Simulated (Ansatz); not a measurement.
Input and output of a self-consistent single point for SiW (Fm-3m, 2 atoms in the cell) (Ansatz, a first-principles code).

Level of theory: r2SCAN, default PAW files made with PBE (plane waves; Ansatz).

```yaml
crystal:
  lattice:
    - [0.00000, 2.72789, 2.72789]
    - [2.72789, 0.00000, 2.72789]
    - [2.72789, 2.72789, 0.00000]
  atoms:
    - { symbol: Si, position: [0.00000, 0.00000, 0.00000] }
    - { symbol: W, position: [0.50000, 0.50000, 0.50000] }
```

Reference input (self-consistent single point, DFT, PBE, plane waves, default PAW files): kpoints.mp_grid.grid = 8 8 8; hamiltonian.xc = pbe; hamiltonian.pseudopotentials = {kind: paw} (the program's default PAW files); scf.occupations.method = gaussian; scf.occupations.width = 0.01 Ry. This run's input differs from it in these lines:

Ansatz 0.2 input:
```diff
@@ -12,3 +12,3 @@
 hamiltonian:
-  xc: pbe
+  xc: r2scan
   pseudopotentials:
```

Output (repeated stretches shortened):

```
SCF iter   1: F=—  HF=-11033.921777 eV  |F-HF|=—  |Δ(HF+E_count)|=         —  Δρ=4.94e-3  dr2=6.70e-3  dr2_τ=1.79e-2  ethr=1.77e-3  ⟨swp⟩=5.0  Hψ=2262  notcnv=0
all-band conjugate gradients solve this SCF's bands
preconditioner: auto → Kerker (q_TF=auto, 2.382 Å⁻¹)
SCF iter   2: F=—  HF=-11033.946581 eV  |F-HF|=—  |Δ(HF+E_count)|=   2.48e-2  Δρ=3.25e-3  dr2=2.34e-3  dr2_τ=1.42e-4  ethr=3.72e-5  ⟨swp⟩=2.0  Hψ=749  notcnv=0
SCF iter   3: F=—  HF=-11033.949166 eV  |F-HF|=—  |Δ(HF+E_count)|=   2.59e-3  Δρ=1.27e-3  dr2=4.05e-4  dr2_τ=3.68e-5  ethr=1.30e-5  ⟨swp⟩=2.1  Hψ=492  notcnv=0
SCF iter   4: F=—  HF=-11033.949611 eV  |F-HF|=—  |Δ(HF+E_count)|=   4.44e-4  Δρ=1.26e-4  dr2=5.94e-6  dr2_τ=1.02e-6  ethr=2.25e-6  ⟨swp⟩=2.1  Hψ=518  notcnv=0
SCF iter   5: F=—  HF=-11033.949617 eV  |F-HF|=—  |Δ(HF+E_count)|=   5.94e-6  Δρ=3.54e-5  dr2=5.50e-7  dr2_τ=9.41e-9  ethr=3.30e-8  ⟨swp⟩=2.0  Hψ=526  notcnv=0
SCF iter   6: F=-11033.949617 eV  HF=-11033.949617 eV  |F-HF|=6.89e-8  |Δ(HF+E_count)|=   3.87e-7  Δρ=1.37e-5  dr2=4.21e-8  dr2_τ=4.43e-9  ethr=5.56e-10  ⟨swp⟩=6.5  Hψ=1902  notcnv=0
SCF 1 converged in 6 iterations: F = -11033.949617 eV  dr2 = 4.21e-8
Free energy (F): -11033.949617 eV
Internal energy: -11033.926302 eV  (E = F + TS)
E sigma→0 (E₀):  -11033.937960 eV
Entropy (-TS):   -0.023315 eV (-11.657 meV/atom)
Fermi energy:    11.703904 eV
--- Forces (eV/Å), atoms counted from 1 ---
  atom   1  Si    -0.00000000     0.00000000    -0.00000000
  atom   2  W      0.00000000    -0.00000000     0.00000000
--- Stress (GPa, compression-positive) ---
      -29.819284       0.000000       0.000000
        0.000000     -29.819284      -0.000000
        0.000000      -0.000000     -29.819284
  P = ⅓ Tr σ = -29.8193 GPa (-298.193 kbar)
  The stress holds the Pulay correction. Without it, at fixed plane waves, as pw.x and ABINIT print it: P = -29.8603 GPa
```

The run converged in 6 iterations. Against the reference run the pressure goes from -27.22 to -29.82 GPa. The full log also holds: “WARN basis.ecutwfc = 500 eV, the default”.

The starting cell was generated: these elements placed on a structure prototype, without a prior relaxation; it need not be a known phase or ordering of this composition. Spin polarisation is off. With a pressure of about -30 GPa the cell is away from its equilibrium volume at this level. Ansatz's pressure includes its estimate of the finite-basis (Pulay) stress.
